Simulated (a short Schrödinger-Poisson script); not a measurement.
Stack: MOS inversion layer, Si3N4 on p-type Si(100), at 300 K.

From the gate side: 4.4 nm Si3N4; 1900 nm Si, acceptors 5.1e16 cm⁻³.

Constants are typed, rounded textbook-type inputs, not results; the design itself was drawn at random and stands for no fabricated device. Si3N4: permittivity 7.5, conduction-band edge (eV) 1.95, gap (eV) 5.1, electron mass (mₑ) 0.5. Si: permittivity 11.7, conduction-band edge (eV) 0, gap (eV) 1.124, Nv at 300 K (cm⁻³) 3.1e19.

Channel valleys (confinement mass, in-plane density-of-states mass, number): Δ2 0.916, 0.19, 2; Δ4 0.19, 0.417, 4. At the gate the conduction-band edge of layer 1 lies 2.07 eV − eVg above the Fermi level of the channel; the field vanishes at the back. Gaps are held at their typed values at every temperature. Mesh 0.03 nm at interfaces.

Solved with a short Schrödinger-Poisson script written for these runs: 1D Poisson equation in equilibrium, electrons quantum, Hartree (BenDaniel-Duke, 12 states a valley, the channel's in-plane mass for all, wave functions free to enter the dielectric), parabolic valleys, classical holes, full ionisation, no traps, pinning or gate leakage.

```csv
Vg (V),electrons (cm⁻²),C (μF/cm²),Δ2 E0 (meV from the Fermi level),Δ4 E0 (meV from the Fermi level)
0,1.93e9,0.0824,232.5,255.0
0.1,5.35e10,0.296,145.1,168.9
0.2,3.80e11,0.779,91.6,118.3
0.3,9.34e11,0.990,64.7,95.4
0.4,1.58e12,1.09,47.8,82.2
0.5,2.28e12,1.15,35.3,73.2
0.6,3.01e12,1.18,25.4,66.4
0.7,3.75e12,1.21,17.1,61.0
0.8,4.52e12,1.23,9.9,56.5
0.9,5.29e12,1.25,3.5,52.6
1,6.08e12,1.26,-2.3,49.1
1.1,6.87e12,1.28,-7.7,46.0
1.2,7.67e12,1.29,-12.7,43.1
1.3,8.48e12,1.29,-17.3,40.5
1.4,9.29e12,1.30,-21.8,38.0
1.5,1.01e13,1.31,-26.0,35.6
1.6,1.09e13,1.31,-30.0,33.4
1.7,1.17e13,1.32,-33.9,31.2
```

Gate voltages with under 1e9 electrons/cm² are left out.

Q: At Vg = 1.7 V the lowest Δ2 subband lies at -33.9 meV from the Fermi level. How many electrons does it hold, and what share of all?

A: The two-dimensional density of states is g m/(πħ²) = 1.59e11 cm⁻² meV⁻¹ (both spins), kT = 25.9 meV, so n = D kT ln(1 + exp(−E/kT)) = 6.36e12 cm⁻², 0.54 of the 1.17e13 cm⁻² in all.

Q: Compare the slope of the sheet density between 1.5 and 1.7 V with the geometric capacitance of the layers between gate and channel.

A: q Δn/ΔV = 1.28 μF/cm²; ε0/Σ(t/ε) = 1.51 μF/cm². The ratio is 0.85: the channel acts as a further capacitance in series.
